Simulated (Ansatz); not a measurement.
Given:

```yaml
crystal:
  lattice:
    - [0.00000, 2.13065, 2.13065]
    - [2.13065, 0.00000, 2.13065]
    - [2.13065, 2.13065, 0.00000]
  atoms:
    - { symbol: P, position: [0.75000, 0.75000, 0.75000] }
    - { symbol: B, position: [0.00000, 0.00000, 0.00000] }
```

No spin polarisation.

Computed with plane-wave PAW DFT at the r2SCAN level (Ansatz, a first-principles code, 500 eV), spin-orbit coupling left out. k-mesh 12×12×12 (Γ-centred); smearing 0.05 eV (Fermi–Dirac).

Task: Predict the hole mass (degenerate bands, along [100]).

Result: 0.23, 0.23, 0.41 mₑ (at Γ).

Task: What is the computed band gap?

Result: 1.10 eV.

Task: What is the computed gap character?

Result: Indirect, Γ → X.

Task: What is the computed smallest direct gap?

Result: 3.98 eV.

Load acts through the strain it causes; cell and atoms are relaxed under it. Masses are band curvatures over ±0.01 Å⁻¹ around the edge. Whether these cells are dynamically stable was not tested. Competing high-pressure phases were not computed. The cell was made from BP in the zinc blende structure (space group F-43m, No. 216) by this change: pressure 45 GPa.
